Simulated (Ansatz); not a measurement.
Output of an Ansatz run (abridged):

```
WARN ansatz: RAYON_NUM_THREADS=1 ignored (pool sized by the plan → 1); use --threads N
Pseudopotentials: kind: paw
Pseudopotential: Li, paw, valence charge 3
Crystal: 1 atoms, lattice volume = 21.446 Å³
Basis set: ecut = 420 eV, 429 PW (Γ), exchange–correlation on 48×48×48 points (8 copies of the dense FFT grid, shifted against one another)
Bands: 6, of which v1, the nominal top of the filled ones, is band 2 counted from 1 (1 counted from 0)
Symmetry: 48 space group operations
Space group: Im-3m (ITA 229), of the structure as read, at distance tolerance 2.8e-5 Å
k-points: 84 of 2197
Initial density: superposition of atomic densities (neutral atoms: chi_scale 0, normalization atom), corrected by the library's trained network
Initial wavefunctions: pseudopotential atomic-orbital guess
Eigensolver: davidson
Functional: x = pbesol(κ = 0.804, μ = 0.12345679012345678), c = pbesol(β = 0.046)
SCF iter   1: F=—  HF=-202.997413 eV  |F-HF|=—  |Δ(HF+E_count)|=         —  Δρ=1.41e-3  dr2=1.28e-4  ethr=1.77e-3  ⟨swp⟩=4.0  Hψ=3900  notcnv=0
all-band conjugate gradients solve this SCF's bands
preconditioner: auto → none
SCF iter   2: F=—  HF=-202.996922 eV  |F-HF|=—  |Δ(HF+E_count)|=   4.91e-4  Δρ=5.45e-4  dr2=1.83e-5  ethr=4.25e-6  ⟨swp⟩=2.3  Hψ=1284  notcnv=0
SCF iter   3: F=—  HF=-202.996838 eV  |F-HF|=—  |Δ(HF+E_count)|=   8.44e-5  Δρ=1.98e-5  dr2=4.93e-8  ethr=6.09e-7  ⟨swp⟩=2.0  Hψ=603  notcnv=0  defer=1
iter 4 did not close the SCF: its close was put off for the readings that it lacked (scf_convergence_deferred on its scf_iter line)
SCF iter   4: F=-202.996838 eV  HF=-202.996838 eV  |F-HF|=5.54e-10  |Δ(HF+E_count)|=   4.73e-7  Δρ=1.63e-6  dr2=3.24e-10  ethr=1.64e-9  ⟨swp⟩=2.1  Hψ=584  notcnv=0  defer=1
iter 5 did not close the SCF: its close was put off for the readings that it lacked (scf_convergence_deferred on its scf_iter line)
SCF iter   5: F=-202.996838 eV  HF=-202.996838 eV  |F-HF|=2.07e-12  |Δ(HF+E_count)|=  6.32e-10  Δρ=9.04e-8  dr2=9.70e-13  ethr=1.08e-11  ⟨swp⟩=2.3  Hψ=602  notcnv=0  defer=1
SCF iter   6: F=-202.996838 eV  HF=-202.996838 eV  |F-HF|=5.68e-14  |Δ(HF+E_count)|=  2.22e-12  Δρ=2.76e-9  dr2=8.77e-16  ethr=1.00e-12  ⟨swp⟩=1.7  Hψ=1535  notcnv=0
SCF 1 converged in 6 iterations: F = -202.996838 eV  dr2 = 8.77e-16
SCF converged after 6 iterations
Free energy (F): -202.996838 eV
Harris-Foulkes:  -202.996838 eV  (|F-HF|=5.68e-14)
Internal energy: -202.994610 eV  (E = F + TS)
E sigma→0 (E₀):  -202.995724 eV
Entropy (-TS):   -0.002228 eV (-2.228 meV/atom)
Fermi energy:    0.903493 eV
--- Per-component energies (eV) ---
  E_band       = -90.857360
  E_kinetic    = 20.976570
  E_local      = -133.681100  (includes V_loc(G=0)·N_el)
  E_nonlocal   = -33.220291
  E_hartree    = 39.680488
  E_xc         = -9.798183
  E_vxc        = -12.682430  (∫ρ·V_xc dr)
  E_paw        = -19.585006  (= ΣΔE_a)
  E_vpaw       = -11.611100  (= ΣTr[D̂ρ^β])
  E_aug_tail   = 0.000014  (compensation charges beyond the density's cutoff)
  E_ewald      = -67.367103
  E_smearing   = -0.002228  (= −TS)
  E_closure    = 0.000000  (closes the sum)
  Σ components = -202.996838   (vs F -202.996838, Δ=0.00e0)
--- Forces (eV/Å), atoms counted from 1 ---
  atom   1  Li     0.00000000     0.00000000    -0.00000000
  max |Σ_I F_I| component: 1.28e-32 eV/Å
--- Stress (GPa, compression-positive) ---
       -0.741310      -0.000000       0.000000
       -0.000000      -0.741310      -0.000000
        0.000000       0.000000      -0.741310
  P = ⅓ Tr σ = -0.7413 GPa (-7.413 kbar)
  The stress holds the Pulay correction. Without it, at fixed plane waves, as pw.x and ABINIT print it: P = -0.7445 GPa
--- Band table (eV; the first three rows and the last of 84) ---
  k-point 0: bands = ["-45.1889", "-2.6434", "14.9456", "14.9456", "14.9456", "19.4942"]
  k-point 1: bands = ["-45.1879", "-2.5336", "14.1978", "14.4182", "14.7566", "18.1090"]
  k-point 2: bands = ["-45.1853", "-2.2041", "12.1832", "13.4117", "14.2433", "16.8945"]
  k-point 83: bands = ["-45.1617", "5.4323", "6.2503", "6.2503", "8.4387", "9.2083"]
```

The structure:

```xyz
1
Lattice="-1.7502 1.7502 1.7502 1.7502 -1.7502 1.7502 1.7502 1.7502 -1.7502" Properties=species:S:1:pos:R:3 pbc="T T T"
Li     0.0000     0.0000     0.0000
```

**Question.** What input produced this log?

**Answer.** Other spellings and defaults could give the same log, and not every line can be read from it. The input that was run (DFT, PBEsol, plane waves, default PAW files made with PBE):

Ansatz 0.2 input:
```yaml
crystal:
  lattice:
    - [-1.750235, 1.750235, 1.750235]
    - [1.750235, -1.750235, 1.750235]
    - [1.750235, 1.750235, -1.750235]
  atoms:
    - { symbol: Li, position: [0.000000, 0.000000, 0.000000] }
basis:
  ecutwfc: 420.0
kpoints:
  mp_grid:
    grid: [13, 13, 13]
hamiltonian:
  xc: pbesol
  pseudopotentials:
    kind: paw
scf:
  occupations:
    method: gaussian
    width: 0.1
output:
  forces: true
  eigenvalues: true
  stress: true
```

The starting cell has typed, rounded lattice constants, without a prior relaxation at this level. Its lattice was rescaled by up to half a per cent. Ansatz's pressure includes its estimate of the finite-basis (Pulay) stress.

Ansatz is a quantum-chemistry and plane-wave program.
